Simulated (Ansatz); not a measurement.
## Short convergence ladders for the (100) slab of HfN (cut from a parent of space group no. 225; 8 atoms in the cell)

```xyz
8
Lattice="3.1801 0.0000 0.0000 -3.1801 3.1801 0.0000 0.0000 0.0000 20.7460" Properties=species:S:1:pos:R:3 pbc="T T T"
Hf     0.0000     0.0000     9.2487
Hf    -1.5901     1.5901     7.0000
Hf     0.0000     0.0000    13.7460
Hf    -1.5901     1.5901    11.4974
N      0.0000     0.0000     7.0000
N     -1.5901     1.5901     9.2487
N      0.0000     0.0000    11.4974
N     -1.5901     1.5901    13.7460
```

Base method: PBEsol, default PAW files made with PBE (plane waves; Ansatz, an electronic-structure program).

Base settings: basis.ecutwfc = 420 eV; kpoints.mp_grid.grid = 13 13 1; hamiltonian.xc = pbesol; hamiltonian.pseudopotentials = {kind: paw} (the program's default PAW files); scf.occupations.method = fermi_dirac; scf.occupations.width = 0.1 eV.

The count of work is k-points × plane waves × bands × iterations; it is no time. 

**The vacuum**

The mesh stays at the base's, so the ladder's end is converged at best in this setting alone.

Only quantities that move along the ladder and can be compared are tabulated.

```tsv
vacuum between outermost atoms (Å)	free energy less the last step's (meV/atom)	largest difference of a force vector from the last step's (eV/Å)	count of work / last
3.0	-110.84	1.634	0.26
4.0	-49.32	1.294	0.26
5.0	-30.90	0.816	0.32
6.0	-16.87	0.435	0.35
7.0	-8.24	0.199	0.37
8.0	-3.72	0.077	0.40
10.0	-0.66	0.007	0.45
12.0	-0.12	0.000	0.51
14.0	-0.03	0.000	0.56
17.0	-0.01	0.000	0.65
20.0	0.00	0.000	0.73
25.0	0.00	0.000	0.86
30.0	0.00	0.000	1.0
```

Smallest vacuum between outermost atoms (Å) that holds the forces within 0.02 eV/Å of the last step, with all finer ones: 10.0; the step before is off by 0.077 eV/Å.

Smallest vacuum between outermost atoms (Å) that holds the free energy within 5 meV/atom of the last step, with all finer ones: 8.0, at 0.40 of the last step's count of work; the step before is off by 8.2 meV/atom.

**The depth of the slab**

On the (100) slab of HfN (cut from a parent of space group no. 225; 4 atoms in the cell), and deeper slabs.

Surface energy = (E_slab − N e_bulk)/2A, with e_bulk from the bulk crystal on its finest mesh (455 k-points); errors per atom of slab and bulk, whose meshes differ, grow with N.

The mesh stays at the base's, so the ladder's end is converged at best in this setting alone.

Only quantities that move along the ladder and can be compared are tabulated.

| atoms | unrelaxed surface energy (J/m²) | count of work / last |
|---|---|---|
| 4 | 1.784 | 0.044 |
| 8 | 1.937 | 0.12 |
| 12 | 1.946 | 0.22 |
| 16 | 1.931 | 0.39 |
| 20 | 1.932 | 0.56 |
| 28 | 1.938 | 1.0 |

Smallest size that holds the unrelaxed surface energy within 0.02 J/m² of the last step, with all finer ones: 8, at 0.12 of the last step's count of work; the step before is off by 0.15 J/m².

On the base run: the starting cell has typed, rounded lattice constants, without a prior relaxation at this level. The slab is cut from that crystal, and its faces are unrelaxed. Its lattice was rescaled by up to half a per cent. Spin polarisation is off, though cut faces can carry moments; the slab shows no gap. In the base run, forces exceed 1 eV/Å.

Keys are those of Ansatz 0.2.
